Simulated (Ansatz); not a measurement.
Amorphous Ti₂₀O₄₃In₂, 65 atoms at 3.80 g/cm³, one PBE-relaxed geometry, zone centre. Methods: PBE, scalar-relativistic without spin-orbit coupling (Ansatz, a program for electronic structure); r2SCAN, scalar-relativistic without spin-orbit coupling (Ansatz); HSE06, scalar-relativistic without spin-orbit coupling (Ansatz). Plane waves to 420 eV (r2SCAN 500 eV); exact exchange is cut at the cell's faces. All rungs ran without spin polarisation.

A CHGNet melt-quench gave the starting glass, which DFT then relaxed. O atoms were pushed apart under 1.9 Å during the dynamics, to hinder bonds among them. The hot cell started wider than the set density and was brought back towards it in steps. It is the lowest in DFT energy of 2 quenches. It is a model cell: composition and starting density were chosen by hand, and all elements were melted together. No dispersion term was used. Its density started from a set value of 3.87 and ended at 3.80 g/cm³. Cooling (nominally 360 K/ps over its main leg) ran many orders faster than in experiment, which tends to leave more defects and strain. One small periodic cell is one sample of the glass; other quenches scatter about these values. Volume and shape were free in the relaxation. On a 2×2×2 Γ-centred mesh force components of up to 0.17 eV/Å stay, since the relaxation ran on the zone centre alone.

The relaxation ran on the zone centre alone. At PBE the gap is 2.64 eV on a 2×2×2 Γ-centred mesh, and the spacing at the zone centre alone 2.72 eV.

Question: What zone-centre spacing does r2SCAN give, roughly?

Answer: 3.07 eV (+0.35 eV against PBE).

Question: What zone-centre spacing does HSE06 give, roughly?

Answer: 4.25 eV (+1.53 eV against PBE).

The highest filled and the lowest empty state spread over these numbers of atoms (participation numbers): PBE: 13.3 and 9.8; r2SCAN: 12.9 and 8.9; HSE06: 12.8 and 9.0.
